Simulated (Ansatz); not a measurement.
## SiO2 (P4₁2₁2, No. 92): smallest direct gap on the k points sampled by level of theory

No measured value is used here.

```json
[
 {"level (code)": "LDA (Ansatz)", "value (eV)": "5.53", "cell (Å³/atom)": "14.11"},
 {"level (code)": "PBE (Ansatz)", "value (eV)": "5.77", "cell (Å³/atom)": "14.11"},
 {"level (code)": "PBE-D3(BJ) (Ansatz)", "value (eV)": "5.65", "cell (Å³/atom)": "13.87"},
 {"level (code)": "r²SCAN (Ansatz)", "value (eV)": "6.39", "cell (Å³/atom)": "14.11"},
 {"level (code)": "PBE0 (Ansatz)", "value (eV)": "…", "cell (Å³/atom)": "14.11"}
]
```

**Question.** Some entries are withheld; supply them.

**Answer.** 
- PBE0 (Ansatz, a quantum-chemistry and plane-wave program), value (eV): 8.33

Computed values are for a static lattice.  Values are at the measured cell; PBE-D3(BJ) at the level's own equilibrium cell. Cutoffs and k meshes differ between the levels. Ansatz's density-functional and Hartree–Fock values are scalar-relativistic unless marked +SOC, with PAW data made under PBE.
